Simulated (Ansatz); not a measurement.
Data:

```
BeSe
1.0
    0.00000     2.51670     2.51670
    2.51670     0.00000     2.51670
    2.51670     2.51670     0.00000
Be Se
1 1
Direct
  0.00000   0.00000   0.00000
  0.25000   0.25000   0.25000
```

Method: PBEsol with spin-orbit coupling, rigid bands (plane waves, PAW; Ansatz, a first-principles code). Condition of this run: hydrostatic pressure 5 GPa (the target of the relaxation). How the cell was made: cell and atoms relaxed with PBEsol, then loaded as said.

Predict the hole conductivity mass (n e² τ/σ) at 300 K, by direction if it differs.

0.53 mₑ.

What conductivity effective mass do dilute electrons have at 300 K?

0.34 mₑ.

And the band gap?

2.19 eV at this level; semilocal functionals usually fall short of the measured gap.

Rigid bands, one relaxation time for all states, no polarons.
